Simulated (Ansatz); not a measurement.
Consider a 32-atom cell of (Ni,Pt)Ge started in the MnP type structure, site fractions Ni 0.125, Pt 0.875, short-range order -0.14 among the nearest mixed sites of the first mixed sublattice (0 is random, a negative value favours unlike neighbours), space group P-1 at the end, its cell sheared by up to 8° against the end member's. Its start:

```xyz
32
Lattice="-5.5007 -0.0025 -6.4642 5.5006 0.0061 -6.4661 5.4946 -7.6717 0.0010" Properties=species:S:1:pos:R:3 pbc="T T T"
Ge    -1.4265    -0.9029    -9.1028
Ge     4.0584    -4.8586    -9.1152
Ge     4.0883    -4.8014    -2.7396
Ge    -1.3461    -0.9524    -2.6761
Ge     1.4234    -2.9315    -3.8266
Ge     6.9039    -6.7021    -3.7246
Ge     6.9338    -6.6414   -10.2793
Ge     1.3430    -2.8820   -10.2533
Ge     4.0879    -2.9176    -5.8857
Ge     9.6480    -6.6995    -5.9099
Ge     3.9847    -6.6372    -5.9476
Ge    -1.3509    -2.8878    -5.9094
Ge    -4.0909    -0.9168    -7.0437
Ge     1.5068    -4.8688    -6.9808
Ge     6.8449    -4.7980    -7.0204
Ge     1.3478    -0.9466    -7.0200
Pt     2.7540    -2.8779    -1.6315
Ni     2.7409    -6.7091    -8.0748
Pt     8.2447    -6.7010    -8.1000
Pt     2.7566    -2.9005    -8.0581
Pt     2.7436    -0.9540    -4.8336
Pt     2.7474    -4.7990   -11.2946
Ni     2.7506    -4.7970    -4.8536
Pt    -2.7597    -0.9339    -4.8713
Pt    -0.0079    -0.9614   -11.2958
Pt     0.0470    -4.7943    -4.8581
Pt     5.4470    -4.8179    -4.8636
Pt    -0.0089    -0.9322    -4.8457
Pt     5.5055    -2.8669    -8.0997
Pt     5.5452    -6.6856    -1.6006
Pt     5.4445    -6.7117    -8.0703
Pt     0.0058    -2.9022    -8.0837
```

Level of theory: PBE (plane waves to 420 eV, PAW; Ansatz, an electronic-structure program). Spin–orbit coupling is left out; the runs are not spin-polarised. Its k-point mesh 5×5×5, Fermi–Dirac width 0.05 eV.

**Question.** Predict the alloy's volume and bond lengths.

**Answer.** The volume per atom is 16.84 Å³ and the Ge–Pt bonds (within 1.22 times the sum of covalent radii) comes out as 2.620 Å on average, from 2.511 to 3.038 (84). The Ge–Ni bonds (within 1.22 times the sum of covalent radii) is 2.481 Å on average, from 2.433 to 2.579 (12) and the check of the structure type is not passed: over a tenth of the atoms count other neighbours than the ideal type within 1.2 times their shortest bond (scaled by covalent radii), so no mixing enthalpy is given.
